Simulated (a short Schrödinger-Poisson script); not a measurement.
Structure: MOS inversion layer, SiO2 on p-type GaAs, at 300 K.

```tsv
layer	material	thickness (nm)	Na (cm⁻³)
1	SiO2	3.1	-
2	GaAs	390	1.6e18
```

The device is made up for the run: typed textbook-type constants, with dimensions and the other settings drawn at random. SiO2: permittivity 3.9, conduction-band edge (eV) 3.17, gap (eV) 9, electron mass (mₑ) 0.5. GaAs: permittivity 12.9, conduction-band edge (eV) 0, gap (eV) 1.424, Nv at 300 K (cm⁻³) 9e18.

Channel valleys (confinement mass, in-plane density-of-states mass, number): Γ 0.067, 0.067, 1. At the gate the conduction-band edge of layer 1 lies 3.33 eV − eVg above the Fermi level of the channel; the field vanishes at the back. Gaps are held at their typed values at every temperature. Mesh 0.03 nm at interfaces.

Solved with a short Schrödinger-Poisson script written for these runs: 1D Poisson equation in equilibrium, electrons classical, Boltzmann, parabolic valleys, classical holes, full ionisation, no traps, pinning or gate leakage.

The same stack at other levels of the model or other numerical settings:

| run | sheet density of all electrons at Vg = 2.4 V (cm⁻²) | sheet density of all electrons at Vg = 1.2 V (cm⁻²) | capacitance at Vg = 2.4 V (μF/cm²) | centroid of the channel electrons at Vg = 2.4 V (nm) | rough cost against the base |
|---|---|---|---|---|---|
| base | 8.44e12 | 7.36e11 | 1.08 | 0.26 | about 1 |
| electrons treated as classical, Fermi-Dirac | 5.43e12 | 3.65e11 | 0.823 | 1.41 | 5 |
| electrons treated as quantum, Hartree | 5.24e12 | 1.81e10 | 0.830 | 1.84 | 20 |
| electrons treated as quantum, Hartree plus LDA exchange-correlation | 5.41e12 | 2.12e10 | 0.837 | 1.81 | 30 |
| mesh six times as coarse | 8.30e12 | 6.89e11 | 1.07 | 0.35 | 0.7 |

The classical rows ignore confinement, and Boltzmann statistics overrate the density once the band edge passes the Fermi level.

Above a few 1e12 electrons/cm² a light Γ valley is non-parabolic and upper valleys begin to fill, which the model leaves out.
